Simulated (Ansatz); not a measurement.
## LaAlHO₂ (model structure, started from the SrVO2H type, P4/mmm, No. 123, 5 atoms in the cell): properties by level of theory

| level (code) | equilibrium lattice constant a (Å) | c axis length (Å) | bulk modulus (GPa) |
|---|---|---|---|
| LDA (Ansatz) | 3.742 | 3.783 | (withheld) |
| PBE (Ansatz) | 3.815 | 3.889 | (withheld) |
| PBEsol (Ansatz) | 3.777 | (withheld) | 138 |
| r²SCAN (Ansatz) | 3.777 | 3.887 | 138 |

### Question
Complete the blanks.

### Answer

- LDA (Ansatz, a quantum-chemistry and plane-wave program), bulk modulus (GPa): 150
- PBE (Ansatz), bulk modulus (GPa): 127
- PBEsol (Ansatz), c axis length (Å): 3.820

Caveats: the bulk modulus is −V dP/dV from two relaxed cells at ±2 % in volume (LDA, PBE, PBEsol, r²SCAN). Ansatz's density-functional and Hartree–Fock values are scalar-relativistic unless marked +SOC, with PAW data made under PBE.

The computed numbers hold no vibrational or temperature effects.

A model structure was made by putting elements into a prototype or built by hand; it is no filed structure, need not be a known phase, and can be a saddle point held by its symmetry.
